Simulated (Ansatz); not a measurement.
The starting structures come from a database of crystals and need not be the phases stable at ambient conditions.

The decay constant κ of evanescent states in the gap governs leakage through a thin film.

Input:

```xyz
8
Lattice="6.6268 0.0000 0.0000 2.3479 6.1969 0.0000 2.3479 1.6212 2.7236" Properties=species:S:1:pos:R:3 pbc="T T T"
W      4.3343     0.7049     1.1843
W      2.5009     4.0147     1.5393
O      5.6359     1.6037     2.6942
O      1.1993     3.1160     0.0295
O      7.9050     5.4583     1.3618
O      5.5571     1.5492     0.0000
O      3.4176     2.3598     1.3618
O      3.4176     4.6477     0.0000
```

The cell is taken as given; by PBEsol it stands under a pressure of -1.6 GPa.

Transport runs along the normal of the first two printed cell vectors, the (111) plane of the conventional cell.

The gap is the functional's own. No spin-orbit coupling. Mid-gap values are those at the computed energy nearest the middle.

Problem. Estimate the band gap and the smallest decay constant κ at mid-gap that PBEsol in Ansatz (a quantum-chemistry and plane-wave program) returns for this system.

Solution. Gap 0.56 eV on a 12×12×12 mesh; κ = 0.139 1/Å, at the zone centre.
